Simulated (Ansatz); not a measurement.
**PbSe under a change: uniaxial strain ε_zz = +3.59 %**

Start from PbSe in the rock salt structure (space group Fm-3m, No. 225; a = 6.178 Å). Axes: x, y, z lie along the cube axes.

Now apply this change: uniaxial strain ε_zz = +3.59 %, all other strain components held at zero; the atoms relax in the strained cell.

Calculations: r2SCAN (Ansatz, a program for electronic structure, PAW, scalar-relativistic without spin-orbit coupling). k-mesh 9×9×9 (Γ-centred); smearing 0.05 eV (Fermi–Dirac).

- Shortest interatomic distance: 3.089 Å (base 3.089 Å)
- Energy relative to the base (free energy F): +13 meV/atom
- Pressure (mean of the normal stresses, compression positive): -1.53 GPa (base -0.01 GPa)
- Band gap: 0.74 eV (base 0.67 eV)
- Gap character: direct at N
- Valley order (the lowest conduction-band minima on the path, energy above the VBM, named in the base's zone): L along [1-11] 0.74 eV; a point along [1-10], about 0.6 Å⁻¹ from Γ 1.55 eV; a point along [001], about 0.4 Å⁻¹ from Γ 2.16 eV (base L along ⟨111⟩ 0.67 eV; a point along ⟨110⟩, about 0.6 Å⁻¹ from Γ 1.46 eV)
- Stress (xx, yy, zz, yz, xz, xy; compression positive): (-0.47, -0.47, -3.63, 0.00, 0.00, 0.00) GPa

Spin-orbit coupling, missing from the scalar runs, can matter with Pb. No phonon test of stability was made. k-point labels follow each cell's own Brillouin zone.
